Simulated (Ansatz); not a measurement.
ZrTeSe (P4/nmm, No. 129, 6 atoms in the cell; start mp-1120787), treated with LDA (Ansatz, an electronic-structure program, PAW).

Settings: plane-wave cutoff 520 eV, 8×8×6 k mesh (along the axes of the cell as run), Fermi–Dirac smearing 0.01 eV, scalar-relativistic PAW data made under PBE.

Cell (relaxed at this level):

ZrSeTe has the tetragonal space group P4/nmm, origin choice 1 (No. 129), Pearson symbol tP6. Conventional cell: a = b = 4.280 Å, c = 7.493 Å, α = β = γ = 90.00°. Zr on 2c is coordinated by 1 Se at 2.698 Å and 4 Se at 3.116 Å and 4 Te at 2.947 Å. Te on 2a has 4 Zr at 2.947 Å and 4 Te at 3.027 Å. Se on 2c sees 1 Zr at 2.698 Å and 4 Zr at 3.116 Å. (Neighbours: up to the widest gap in distance over summed covalent radii, below 1.35, at either atom; cation-cation and far metal-metal contacts left out.)

Predict the bulk modulus.


- bulk modulus: 64.8 GPa

The run finds no gap.

Note: the bulk modulus is −V dP/dV from two relaxed cells at ±2 % in volume; the relaxation could not lower the start's symmetry, so the cell can be a saddle point above a distorted one.

Spin–orbit coupling is not included; it can open a gap where bands touch, and shift volumes and moduli.

Static lattice: no zero-point or thermal effects.

It cost about 13 core-minutes (a rough figure) of CPU time.

A start named mp-… is a Materials Project structure, which need not be a measured phase.
